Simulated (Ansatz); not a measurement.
The starting structures come from a database of crystals and need not be the phases stable at ambient conditions.

The decay constant κ of evanescent states in the gap governs leakage through a thin film.

Given:

```yaml
crystal:
  lattice:
    - [4.01976, 0.00000, 0.00000]
    - [0.00000, 11.12211, 0.00000]
    - [0.00000, -3.66590, 10.78401]
  atoms:
    - { symbol: La, position: [0.75000, 0.94930, 0.30510] }
    - { symbol: La, position: [0.25000, 0.05070, 0.69490] }
    - { symbol: Y, position: [0.75000, 0.55600, 0.16680] }
    - { symbol: Y, position: [0.25000, 0.44400, 0.83320] }
    - { symbol: Y, position: [0.75000, 0.32060, 0.49860] }
    - { symbol: Y, position: [0.25000, 0.67940, 0.50140] }
    - { symbol: Y, position: [0.75000, 0.83860, 0.91220] }
    - { symbol: Y, position: [0.25000, 0.16140, 0.08780] }
    - { symbol: S, position: [0.75000, 0.52210, 0.38880] }
    - { symbol: S, position: [0.25000, 0.47790, 0.61120] }
    - { symbol: S, position: [0.75000, 0.08220, 0.90750] }
    - { symbol: S, position: [0.25000, 0.91780, 0.09250] }
    - { symbol: S, position: [0.75000, 0.60650, 0.94310] }
    - { symbol: S, position: [0.25000, 0.39350, 0.05690] }
    - { symbol: S, position: [0.75000, 0.26870, 0.72940] }
    - { symbol: S, position: [0.25000, 0.73130, 0.27060] }
    - { symbol: S, position: [0.75000, 0.88040, 0.53700] }
    - { symbol: S, position: [0.25000, 0.11960, 0.46300] }
    - { symbol: S, position: [0.75000, 0.19680, 0.24880] }
    - { symbol: S, position: [0.25000, 0.80320, 0.75120] }
```

Space group of this cell: P2_1/m. The cell is taken as given.

Transport runs along the normal of the first two printed cell vectors.

The gap is the functional's own. No spin-orbit coupling. Mid-gap values are interpolated on the energy grid.

Question: Compute, with r2SCAN run with Ansatz (a quantum-chemistry and plane-wave program), the band gap and the smallest decay constant κ at mid-gap.

Answer: Gap 1.41 eV on a 8×4×4 mesh; κ = 0.248 1/Å, at the zone centre.
